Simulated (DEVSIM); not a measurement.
System: illuminated Si n-on-p cell, one wavelength, at 300 K.

Layer 1 from the left is Si, thickness (μm) 0.100, Nd (cm⁻³) 8e17, τn (s) 5.5e-7, τp (s) 2.6e-7, absorption coefficient (cm⁻¹) 680. Layer 2 from the left is Si, thickness (μm) 95.0, Na (cm⁻³) 6.3e15, τn (s) 1.1e-5, τp (s) 1.1e-5, absorption coefficient (cm⁻¹) 680.

Left contact: ohmic, minority hole recombination velocity 100 cm/s. Right contact: ohmic, minority electron recombination velocity 900 cm/s. Voltage is applied to the left contact. Recombination: SRH at mid-gap, radiative, Auger. Light enters at the left, 7.7e17 photons cm⁻² s⁻¹, one pass, no reflection. Mobility is constant in doping.

This is a model device: material constants are rounded textbook-type values typed into the input, and sizes, dopings and lifetimes were drawn at random. Values at 300 K.

Si: gap (eV) 1.124, affinity (eV) 4.05, permittivity 11.7, Nc (cm⁻³) 2.86e19, Nv (cm⁻³) 3.1e19, μn (cm²/Vs) 1417, μp (cm²/Vs) 470, B (cm³/s) 4.7e-15, Cn (cm⁶/s) 2.8e-31, Cp (cm⁶/s) 9.9e-32.

DEVSIM, 1D drift-diffusion, Boltzmann statistics, complete ionisation; no tunnelling, impact ionisation, image-force lowering or self-heating.

Dark forward current:

```
|V| (V)  |J| (A/cm²)
-------  -----------
0.05       5.174e-10
0.10        1.947e-9
0.15        6.573e-9
0.20        2.433e-8
0.25        1.077e-7
0.30        5.736e-7
0.35        3.485e-6
0.40        2.273e-5
0.45       0.0001533
0.50        0.001048
0.55        0.007179
0.60         0.04807
0.65          0.2884
0.70           1.449
0.75           6.617
0.80           27.29
0.85           98.35
0.90           308.3
0.95           808.7
1.00            1695
1.05            2946
```

### Question
Work out the local ideality factor n = ΔV / (kT/q · ln(J2/J1)) between the rows 0.15 and 0.20 V, 0.50 and 0.55 V, 1.00 and 1.05 V.

### Answer
kT/q = 25.85 mV. From 0.15 to 0.20 V: ln(2.433e-8/6.573e-9) = 1.309, n = 1.48. From 0.50 to 0.55 V: ln(0.007179/0.001048) = 1.924, n = 1.01, near the 1 of diffusion or emission over a barrier. From 1.00 to 1.05 V: ln(2946/1695) = 0.553, n = 3.50.

### Question
What current could the absorbed light give at most, and what share is collected?

### Answer
Σ αd = 6.47, so qΦ(1 − exp(−Σ αd)) = 123 mA/cm². The simulated short-circuit current is 117.4 mA/cm², a share of 0.95.

### Question
Estimate the open-circuit voltage by superposition: the voltage at which the dark current equals that short-circuit current.

### Answer
Interpolating ln J in the table gives 0.625 V. The simulation gives 0.624 V, the same within the digits that matter. Superposition holds where collection doesn't change with voltage.

### Question
Estimate the fill factor from FF0 = (v − ln(v + 0.72))/(v + 1), v = qVoc/(nkT), with n from the dark curve.

### Answer
The rows about Voc, 0.60 and 0.65 V, give n = 1.08, so v = 22.4 and FF0 = 0.823. The simulation gives 0.828, the same within the digits that matter.
